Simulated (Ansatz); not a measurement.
Here is the system:

```
CELL_PARAMETERS angstrom
      0.00000     2.87831     2.86392
      2.87831     0.00000     2.86392
      2.87831     2.87831     0.00000
ATOMIC_POSITIONS crystal
  Cd 0.00000 0.00000 0.00000
  S  0.25000 0.25000 0.25000
```

No spin polarisation.

Method: DFT with LDA, PAW potentials and a 420 eV plane-wave cutoff in Ansatz (a quantum-chemistry and plane-wave program), spin-orbit coupling left out. k-mesh 10×10×10 (Γ-centred); smearing 0.05 eV (Fermi–Dirac).

Task: Predict the electron mass and space group.

Result: 
```json
{
 "electron_mass": "0.11 mₑ (at Γ)",
 "space_group": "I-4m2 (No. 119)"
}
```

The levels and masses belong to the bands next to the band gap. The cells carry an imposed strain or load. Effective masses come from finite differences of ±0.01 Å⁻¹. No phonon test of stability was made. The cell was made from CdS in the zinc blende structure (space group F-43m, No. 216) by this change: uniaxial strain ε_zz = −0.50 %.
